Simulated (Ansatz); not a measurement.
An Ansatz (a program for electronic structure) run: GaS with a change (pressure 50 GPa); PBE-D3(BJ) (Ansatz, PAW, no SOC).

Input:

Ansatz 0.2 input:
```yaml
crystal:
  lattice:
    - [3.2419661908, 0, 0]
    - [-1.6209830954, 2.8076250794, 0]
    - [0, 0, 13.6113726914]
  atoms:
    - { symbol: Ga, position: [0.3333333333, 0.6666666667, 0.1668034852] }
    - { symbol: Ga, position: [0.6666666667, 0.3333333333, 0.6668034852] }
    - { symbol: Ga, position: [0.6666666667, 0.3333333333, 0.8331965148] }
    - { symbol: Ga, position: [0.3333333333, 0.6666666667, 0.3331965148] }
    - { symbol: S, position: [0.3333333333, 0.6666666667, 0.5811702333] }
    - { symbol: S, position: [0.6666666667, 0.3333333333, 0.0811702333] }
    - { symbol: S, position: [0.6666666667, 0.3333333333, 0.4188297667] }
    - { symbol: S, position: [0.3333333333, 0.6666666667, 0.9188297667] }
basis: { ecutwfc: 420, ecutrho_ratio: 4, xc_grid: 2, fft_grid_basis: typed }
kpoints: { mp_grid: { grid: [11, 11, 3] } }
hamiltonian:
  xc: pbe
  dispersion: d3bj
  pseudopotentials: { kind: paw }
scf: { occupations: { method: fermi_dirac, width: 0.05 } }
relax: { f_tol: 0.01, max_steps: 60, cell: { stress_tol: 0.02, p_target: 50.0 } }
output: { forces: true, stress: true }
checkpoint: { write: state.ck, write_every: 1000 }
```

Output (explanatory and most iteration lines left out):

```
Relaxation: its limit of steps is 60 (relax.max_steps)
Pseudopotential: Ga, paw, valence charge 13
Pseudopotential: S, paw, valence charge 6
Crystal: 8 atoms, lattice volume = 123.894 Å³
Basis set: ecut = 420 eV, 2457 PW (Γ), exchange–correlation on 48×48×192 points (8 copies of the dense FFT grid, shifted against one another)
Bands: 46, of which v1, the nominal top of the filled ones, is band 38 counted from 1 (37 counted from 0)
Symmetry: 24 space group operations
Space group: P63/mmc (ITA 194), of the structure as read, at distance tolerance 5.0e-5 Å
k-points: 32 of 363
Functional: x = pbe(κ = 0.804, μ = 0.2195149727645171), c = pbe(β = 0.06672455060314922)
SCF iter   1: F=—  HF=-18744.427705 eV  |F-HF|=—  |Δ(HF+E_count)|=         —  Δρ=2.51e-3  dr2=1.33e-2  ethr=1.77e-3  ⟨swp⟩=6.8  Hψ=5807  notcnv=0  defer=4
SCF iter   2: F=—  HF=-18744.422625 eV  |F-HF|=—  |Δ(HF+E_count)|=   5.08e-3  Δρ=1.57e-3  dr2=5.58e-3  ethr=1.76e-5  ⟨swp⟩=2.6  Hψ=2911  notcnv=0  defer=11
SCF 1 converged in 8 iterations: F = -18744.422574 eV  dr2 = 2.20e-8
relax step   1: F+E_penalty+E_count = -18744.42257391 eV  Δ(F+E_penalty+E_count) = +0.000e0 eV  max|allowed force component| = 1.541e-3 eV/Å  Δτ_max = 0.0000 Å  P = +29.996 GPa  Ω = 123.894 Å³  (8 SCF iters, dr2 threshold 1.00e-7 eV, accepted)
[... steps on the carried basis left out ...]
relax step   6: F+E_penalty+E_count = -18741.22755041 eV  Δ(F+E_penalty+E_count) = +4.090e-3 eV  max|allowed force component| = 5.235e-3 eV/Å  Δτ_max = 0.0000 Å  P = +50.001 GPa  Ω = 110.892 Å³  stress off target by 3.66e-3 GPa  SCF on the basis re-selected at this cell (its energy is not comparable with the rows above)  (8 SCF iters)
SCF converged after 8 iterations
Free energy (F): -18741.227550 eV
Internal energy: -18741.221868 eV  (E = F + TS)
E sigma→0 (E₀):  -18741.224709 eV
Entropy (-TS):   -0.005682 eV (-0.710 meV/atom)
Fermi energy:    12.962227 eV
  E_disp       = -3.474928  (pairwise vdW)
--- Forces (eV/Å), atoms counted from 1 ---
  atom   1  Ga    -0.00000000    -0.00000000     0.00523493
  atom   2  Ga    -0.00000000     0.00000000     0.00523493
  atom   3  Ga    -0.00000000     0.00000000    -0.00523493
  atom   4  Ga    -0.00000000    -0.00000000    -0.00523493
  atom   5  S      0.00000000    -0.00000000    -0.00501811
  atom   6  S      0.00000000     0.00000000    -0.00501811
  atom   7  S     -0.00000000     0.00000000     0.00501811
  atom   8  S      0.00000000    -0.00000000     0.00501811
--- Stress (GPa, compression-positive) ---
       50.002992      -0.000000       0.000000
       -0.000000      50.002992      -0.000000
        0.000000      -0.000000      49.996340
  P = ⅓ Tr σ = 50.0008 GPa (500.008 kbar)
--- Relaxed structure (5 steps of the walk, 5 accepted, 1 SCFs on fresh bases) ---
  cell:  # Å, volume = 110.8916 Å³
    - [3.0993929378246206, 0.0, 0.0]
    - [-1.5496964689123103, 2.684153020466204, 0.0]
    - [0.0, 0.0, 13.329531370240174]
  atoms:
    - { symbol: Ga, position: [0.33333333333333337, 0.6666666666666667, 0.16756984022606955] }
    - { symbol: Ga, position: [0.6666666666666666, 0.33333333333333337, 0.6675698402260698] }
    - { symbol: Ga, position: [0.6666666666666666, 0.33333333333333337, 0.8324301597739306] }
    - { symbol: Ga, position: [0.33333333333333337, 0.6666666666666667, 0.33243015977393064] }
    - { symbol: S, position: [0.33333333333333337, 0.6666666666666667, 0.5764100808205184] }
    - { symbol: S, position: [0.6666666666666666, 0.33333333333333337, 0.07641008082051835] }
    - { symbol: S, position: [0.6666666666666666, 0.33333333333333337, 0.42358991917948186] }
    - { symbol: S, position: [0.33333333333333337, 0.6666666666666667, 0.9235899191794819] }
```

A case with no gap was solved on a k-mesh chosen for an insulator, which is coarse for it. Load acts through the strain it causes; cell and atoms are relaxed under it. Stability against distortions was not tested. Competing high-pressure phases were not computed. All final runs are without spin polarisation. The cell was made from GaS in the beta-GaS type structure (space group P6_3/mmc, No. 194; layered, stacked along the Cartesian z axis) by this change: pressure 50 GPa.
